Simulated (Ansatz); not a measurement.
## Predicting one run from its neighbours: the energy of slabs against their depth, a (001) slab of NaCl (cut from a parent of space group no. 225; 4 atoms in the cell)

```
NaCl
1.0
    4.00005     0.00000     0.00000
   -4.00005     4.00005     0.00000
    0.00000     0.00000    16.82850
Cl Na
2 2
Cartesian
 -2.00002   2.00002   9.82850
  0.00000   0.00000   7.00000
  0.00000   0.00000   9.82850
 -2.00002   2.00002   7.00000
```
(The smallest cell of the table.)

Computed with PBE (plane waves, PAW; Ansatz, a program for electronic structure).

Base settings: basis.ecutwfc = 420 eV; kpoints.mp_grid.grid = 8 8 1; hamiltonian.xc = pbe; hamiltonian.pseudopotentials = {kind: paw} (the program's default PAW files); scf.occupations.method = fermi_dirac; scf.occupations.width = 0.01 eV.

The starting cell has typed, rounded lattice constants, without a prior relaxation at this level. The slab is cut from that crystal, and its faces are unrelaxed. Its lattice was rescaled by up to half a per cent. Spin polarisation is off, though cut faces can carry moments; a gap of a slab can lie between surface states.

Deep slabs follow E = 2Aγ + N·e, so a straight line through E against N gives the surface energy without a separate bulk run; a round N·e is taken off to keep the numbers short. The area A is 16.000 Å².

| atoms N | E − N·(-1284.762 eV) (eV) |
|---|---|
| 4 | 0.2377 |
| 8 | 0.1795 |
| 12 | ? |
| 16 | 0.0614 |
| 20 | 0.0023 |

Question: Fit the line to the 4 rows given and predict the withheld one.

Answer: Means: x̄ = 12.000, ȳ = 0.12023. Σ(x − x̄)(y − ȳ) = -2.356 and Σ(x − x̄)² = 160.0, so b = -0.01472 and a = ȳ − b·x̄ = 0.29687; γ = a/2A = 0.149 J/m² (unrelaxed) and e = -1284.7767 eV per atom. The largest residual of the fitted rows is 0.00039. At x = 12 the line gives 0.1202 eV. The run gave 0.1204 eV, a miss of 0.0002 eV. The rows were chosen because the form fits them, the withheld one included, so this shows the method and is no test of the form.

Keys are those of Ansatz 0.2.
